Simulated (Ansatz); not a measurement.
**A constructed model of the (0001) surface of hcp Zr, a pseudomorphic layer of In in the host's stacking (bottom of the slab: a bare face, its two planes held)**

Level of theory: PBE (plane waves to 420 eV, PAW; Ansatz, an electronic-structure program).

Slab: 7 atoms, 15.6 Å thick at the start; k 13x13x1, smearing 0.1 eV, dipole-corrected; 2 atoms held, the rest relaxed; held to the start's symmetry, so lower structures may exist; no spin, no spin-orbit, no U. It is one candidate, not shown to be the stable structure of the face.

```json
{
 "work_function_of_the_top_face": "4.36 eV",
 "energy_released_by_relaxation": "0.017 eV",
 "cost": "about 2.2 core-minutes (a rough figure)"
}
```
